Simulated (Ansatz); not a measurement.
Start from CaS in the rock salt structure (space group Fm-3m, No. 225; a = 5.633 Å). Axes: x, y, z lie along the cube axes.

The change: a pure shear with ε_xy = ε_yx = 0.0171; the atoms relax in the strained cell.

Calculations: PBEsol (Ansatz, a program for electronic structure; PAW; 420 eV plane waves; no spin-orbit coupling).

**Question.** Give the band edges at the high-symmetry points of the new zone, measured from its valence-band maximum.

**Answer.** 
| point | valence edge (eV) | conduction edge (eV) |
|---|---|---|
| Γ | 0.00 | 3.84 |
| X | -0.80 | 2.06 |
| F₂ | -1.31 | 3.59 |
| Σ₀ | -1.31 | 3.59 |
| Y₀ | -1.03 | 3.34 |
| U₀ | -1.03 | 3.34 |
| R | -1.34 | 4.96 |
| W | -1.74 | 4.66 |
| S | -1.20 | 5.07 |
| T | -0.94 | 2.06 |

The gap is 2.06 eV, indirect, Γ → X.

Whether these cells are dynamically stable was not tested. k-point labels follow each cell's own Brillouin zone.
